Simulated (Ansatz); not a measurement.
The starting structures come from a database of crystals and need not be the phases stable at ambient conditions.

Data:

```xyz
10
Lattice="6.4829 0.0000 0.0000 0.0000 7.7463 0.0000 2.1783 0.0000 6.1059" Properties=species:S:1:pos:R:3 pbc="T T T"
Rb     5.0094     6.2708     3.5316
Rb     3.6517     2.3976     2.5744
Rb     0.9216     4.1741     0.6497
Rb     7.7395     0.3009     5.4562
S      4.1451     5.0559     0.4050
S      4.5160     1.1828     5.7009
S      1.7743     5.0559     3.7680
S      6.8869     1.1828     2.3379
S      1.7362     0.0284     1.2240
S      6.9249     3.9015     4.8819
```

Space group of this cell: Cmc2_1. The cell is taken as given.

Transport runs along the normal of the first two printed cell vectors.

The gap is the functional's own, uncorrected, and κ follows it; spin-orbit coupling is left out. Mid-gap values are interpolated between the computed energies.

**Question.** Estimate the band gap and the smallest decay constant κ at mid-gap that r2SCAN (Ansatz, an electronic-structure program) returns for this system.

**Answer.** Gap 1.64 eV on a 6×4×6 mesh; κ = 0.267 1/Å, at (0.500, 0.000) of the in-plane reciprocal vectors. At the zone centre, at the nearest computed energy, the slowest state has κ = 0.36 1/Å.
